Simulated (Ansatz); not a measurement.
Input and output of a self-consistent single point for LaH3 (I4/mmm, 4 atoms in the cell) (Ansatz, an electronic-structure program).

Computed with PBEsol, default PAW files made with PBE (plane waves; Ansatz).

```yaml
crystal:
  lattice:
    - [-1.89171, 1.89171, 3.07970]
    - [1.89171, -1.89171, 3.07970]
    - [1.89171, 1.89171, -3.07970]
  atoms:
    - { symbol: La, position: [0.00000, 0.00000, 0.00000] }
    - { symbol: H, position: [0.75000, 0.25000, 0.50000] }
    - { symbol: H, position: [0.25000, 0.75000, 0.50000] }
    - { symbol: H, position: [0.50000, 0.50000, 0.00000] }
```

Reference input (self-consistent single point, DFT, HSE06, plane waves, default PAW files made with PBE): basis.ecutwfc = 30.9 Ry; kpoints.mp_grid.grid = 8 8 8; hamiltonian.xc = hse06; hamiltonian.pseudopotentials = {kind: paw} (the program's default PAW files); scf.occupations.method = gaussian; scf.occupations.width = 0.0015 Ry. This run's input differs from it in these lines:

Ansatz 0.2 input:
```diff
@@ -15,3 +15,3 @@
 hamiltonian:
-  xc: hse06
+  xc: pbesol
   pseudopotentials: { kind: paw }
```

The program printed (abridged):

```
SCF iter   1: F=—  HF=-6210.645136 eV  |F-HF|=—  |Δ(HF+E_count)|=         —  Δρ=8.75e-3  dr2=2.71e-2  ethr=1.77e-3  ⟨swp⟩=4.1  Hψ=3285  notcnv=0
all-band conjugate gradients solve this SCF's bands
preconditioner: auto → none
SCF iter   2: F=—  HF=-6210.637659 eV  |F-HF|=—  |Δ(HF+E_count)|=   7.48e-3  Δρ=2.39e-3  dr2=1.82e-3  ethr=1.94e-4  ⟨swp⟩=2.8  Hψ=1545  notcnv=0
SCF iter   3: F=—  HF=-6210.637270 eV  |F-HF|=—  |Δ(HF+E_count)|=   3.89e-4  Δρ=9.48e-4  dr2=2.23e-4  ethr=1.30e-5  ⟨swp⟩=2.8  Hψ=1346  notcnv=0  defer=1
SCF iter   4: F=—  HF=-6210.637254 eV  |F-HF|=—  |Δ(HF+E_count)|=   1.64e-5  Δρ=1.64e-4  dr2=4.45e-6  ethr=1.59e-6  ⟨swp⟩=2.0  Hψ=819  notcnv=0
SCF iter   5: F=—  HF=-6210.637257 eV  |F-HF|=—  |Δ(HF+E_count)|=   2.96e-6  Δρ=2.22e-5  dr2=1.30e-7  ethr=3.18e-8  ⟨swp⟩=2.0  Hψ=826  notcnv=0
SCF iter   6: F=-6210.637257 eV  HF=-6210.637257 eV  |F-HF|=1.30e-9  |Δ(HF+E_count)|=   8.13e-9  Δρ=3.16e-6  dr2=1.35e-9  ethr=7.14e-10  ⟨swp⟩=5.8  Hψ=3127  notcnv=0
SCF 1 converged in 6 iterations: F = -6210.637257 eV  dr2 = 1.35e-9
Free energy (F): -6210.637257 eV
Internal energy: -6210.637257 eV  (E = F + TS)
E sigma→0 (E₀):  -6210.637257 eV
Fermi energy:    9.748057 eV
--- Forces (eV/Å), atoms counted from 1 ---
  atom   1  La    -0.00000000     0.00000000    -0.00000000
   [... zero for the other atoms too ...]
--- Stress (GPa, compression-positive) ---
       -3.942371      -0.000000       0.000000
       -0.000000      -3.942371      -0.000000
        0.000000       0.000000      -5.111110
  P = ⅓ Tr σ = -4.3320 GPa (-43.320 kbar)
  The stress holds the Pulay correction. Without it, at fixed plane waves, as pw.x and ABINIT print it: P = -4.4358 GPa
```

The run converged in 6 iterations. Against the reference run the pressure goes from -2.21 to -4.33 GPa and the gap on the mesh goes from 1.006 to 0.314 eV.

The starting cell comes from a database of computed structures (which also holds hypothetical and non-ambient phases and stackings), without a prior relaxation at this level. Its lattice was rescaled by a random factor within 2.5 % of one. With a pressure of about -4 GPa the cell is away from its equilibrium volume at this level. Ansatz's pressure includes its estimate of the finite-basis (Pulay) stress.
